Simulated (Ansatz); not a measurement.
# GaAs (model structure, started from the NiAs type, P6₃/mmc, No. 194, 4 atoms in the cell): properties by level of theory

| level (code) | equilibrium lattice constant a (Å) | c axis length (Å) |
|---|---|---|
| PBE (Ansatz) | … | … |
| PBEsol (Ansatz) | … | 6.365 |
| PBE-D3(BJ) (Ansatz) | 3.707 | 6.370 |

### Question
Some entries are withheld; supply them.

### Answer

- PBE (Ansatz, a program for electronic structure), equilibrium lattice constant a (Å): 3.767
- PBE (Ansatz), c axis length (Å): 6.450
- PBEsol (Ansatz), equilibrium lattice constant a (Å): 3.698

Ansatz's density-functional and Hartree–Fock values are scalar-relativistic unless marked +SOC, with PAW data made under PBE.

Static lattice: no zero-point or thermal effects.

A model structure was made by putting elements into a prototype or built by hand; it is no filed structure, need not be a known phase, and can be a saddle point held by its symmetry.
